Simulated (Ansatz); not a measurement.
Base system: BAs in the zinc blende structure (space group F-43m, No. 216).

```xyz
2
Lattice="0.0000 2.3661 2.3661 2.3661 0.0000 2.3661 2.3661 2.3661 0.0000" Properties=species:S:1:pos:R:3 pbc="T T T"
B      0.0000     0.0000     0.0000
As     1.1830     1.1830     1.1830
```

Cartesian axes are those of the cell as printed.

Level of theory: LDA/PAW in Ansatz (a program for electronic structure), no spin-orbit coupling.

Strains are applied to the cell and any free atomic positions relax.

One change was made to it. Results:

```tsv
quantity	base	after
smallest direct gap	3.29 eV	2.94 eV
energy relative to the base (free energy F)	0 meV/atom	+5.3 meV/atom
pressure (mean of the normal stresses, compression positive)	0.00 GPa	0.09 GPa
```

**Question.** What was done to the base?
(A) tensor shear ε_xy = +0.57 %
(B) tensor shear ε_xy = +0.29 %
(C) tensor shear ε_xy = +1.43 %
(D) tensor shear ε_xy = +2.00 %

**Answer.** C, tensor shear ε_xy = +1.43 %. For comparison, the energy relative to the base in the other runs: tensor shear ε_xy = +0.29 % gives +0.2 meV/atom; tensor shear ε_xy = +0.57 % gives +0.8 meV/atom; tensor shear ε_xy = +2.00 % gives +10 meV/atom.

Stability against distortions was not tested.
